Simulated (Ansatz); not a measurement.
A (8,8) TiO2 nanotube, relaxed period 3.005 Å, atoms relaxed at each strain.

| strain | energy (meV a period) | axial force (nN) |
|---|---|---|
| -0.015 | +126.8 | -9.30 |
| +0.015 | +118.2 | +8.36 |

Computed with PBE (plane waves to 420 eV, PAW; Ansatz, a program for electronic structure). Mesh 1×1×12. No spin polarisation, so a magnetic state wasn't tested. Periodic along z alone, with about 11 Å of vacuum beside it. A hypothetical model, rolled from the flat sheet. Only distortions within the start's symmetry and period were free. Buckling under compression is shut out by symmetry and the short period. Energies are free energies at a Fermi–Dirac width of 0.02 eV, from the unstrained cell.

Mean diameter 13.35 Å.

Work out the axial stiffness dF/dε in two ways, and what it means for a modulus.

From the forces: (+8.36 − (-9.30))/0.030 = 589 nN. From the energies: (E₊ + E₋)/(ε² c) = 0.2450 eV/(0.015² × 3.005 Å) = 362.4 eV/Å = 581 nN. The two agree to within 2 %. Spread over the circumference π × 13.35 Å, the force value is a sheet stiffness of 140 N/m.
